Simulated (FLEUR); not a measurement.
## Short convergence ladders for FeAl (P4mm, 2 atoms in the cell)

```yaml
crystal:
  lattice:
    - [2.91873, 0.00000, 0.00000]
    - [0.00000, 2.91873, 0.00000]
    - [0.00000, 0.00000, 2.91873]
  atoms:
    - { symbol: Al, position: [0.50000, 0.50000, 0.51713] }
    - { symbol: Fe, position: [0.00000, 0.00000, 0.00000] }
```

Base method: LDA (Perdew-Zunger), all-electron FLAPW (FLEUR), scalar-relativistic valence run with FLEUR.

Base settings: Kmax = 4 1/bohr; GmaxXC = 20 1/bohr; xcFunctional = pz; jspins = 1; l_soc = F; mode = hist; fermiSmearingEnergy = 0.00367493 Htr; mesh (inpgen div1-3) = 5 5 5; inpgen gamma flag = false; Gmax = 20 1/bohr.

**The k-point mesh**

Moved along: kpt_gamma.

The second cell is the first with its lattice scaled by 0.98.

Only quantities that move along the ladder and can be compared are tabulated.

| kpt_div | free energy less the last step's (meV/atom) | energy of the compressed cell less the first (meV/atom) | largest difference of a force vector from the last step's (eV/Å) |
|---|---|---|---|
| 2 2 2 | 64.83 | -43.83 | 0.096 |
| 4 4 4 | -43.29 | -67.05 | 0.005 |
| 5 5 5 | 21.88 | -58.32 | 0.001 |
| 7 7 7 | -2.04 | -61.72 | 0.001 |
| 9 9 9 | -3.68 | -62.15 | 0.000 |
| 16 16 16 | 0.00 | -61.44 | 0.000 |

Coarsest kpt_div that holds the free energy within 5 meV/atom: not settled: the last two steps still differ by 3.7 meV/atom, over half the tolerance, so the ladder does not show it.

Coarsest kpt_div that holds the energy of the compressed cell less the first within 2 meV/atom of the last step, with all finer ones: 7 7 7; the step before is off by 3.1 meV/atom.

Coarsest kpt_div that holds the forces within 0.02 eV/Å of the last step, with all finer ones: 4 4 4; the step before is off by 0.096 eV/Å.

**The k-point mesh at a smearing width of 0.02 eV**

In this ladder: fermiSmearingEnergy = 0.00073499 Htr; kpt_gamma = true.

Only quantities that move along the ladder and can be compared are tabulated.

| kpt_div | free energy less the last step's (meV/atom) | largest difference of a force vector from the last step's (eV/Å) |
|---|---|---|
| 4 4 4 | -48.52 | 0.007 |
| 6 6 6 | -3.34 | 0.008 |
| 8 8 8 | 9.76 | 0.002 |
| 12 12 12 | -2.70 | 0.000 |
| 22 22 22 | 0.00 | 0.000 |

Coarsest kpt_div that holds the free energy within 5 meV/atom: not settled: the last two steps still differ by 2.7 meV/atom, over half the tolerance, so the ladder does not show it.

Coarsest kpt_div that holds the forces within 0.005 eV/Å of the last step, with all finer ones: 8 8 8; the step before is off by 0.008 eV/Å.

**The k-point mesh at a smearing width of 0.3 eV**

In this ladder: fermiSmearingEnergy = 0.0110248 Htr; kpt_gamma = true.

Only quantities that move along the ladder and can be compared are tabulated.

| kpt_div | free energy less the last step's (meV/atom) |
|---|---|
| 4 4 4 | -9.85 |
| 6 6 6 | -2.40 |
| 12 12 12 | 0.00 |
| 22 22 22 | 0.00 |

Coarsest kpt_div that holds the free energy within 5 meV/atom of the last step, with all finer ones: 6 6 6; the step before is off by 9.9 meV/atom.

On the base run: the starting cell has typed, rounded lattice constants, without a prior relaxation at this level. Its lattice was rescaled by up to half a per cent. One atom was moved a little off its site on purpose. Spin polarisation is off. Values depend on the basis (sphere radii, cutoffs, local orbitals), which need not be converged.
